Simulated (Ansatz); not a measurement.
For AlN (model structure, started from the PtS type, P4₂/mmc, No. 131, 4 atoms in the cell), PBE (PAW; Ansatz, a first-principles code) gives:

| Quantity | Result |
|---|---|
| lattice constant a | 2.939 Å |
| c axis length | 5.174 Å |

Question: What does PBE-D3(BJ) (Ansatz, PAW) give for the same quantities?

Answer: 
- lattice constant a: 2.912 Å (decreases by 0.9 %)
- lattice parameter c: 5.150 Å (shrinks by 0.5 %)

Changes are worked out from the printed values.

Unless a cell is named, each level is at its own relaxed cell (PBE 11.17, PBE-D3(BJ) 10.92 Å³/atom).

Ansatz's density-functional and Hartree–Fock values are scalar-relativistic unless marked +SOC, with PAW data made under PBE.

A model structure was made by putting elements into a prototype or built by hand; it is no filed structure, need not be a known phase, and can be a saddle point held by its symmetry.
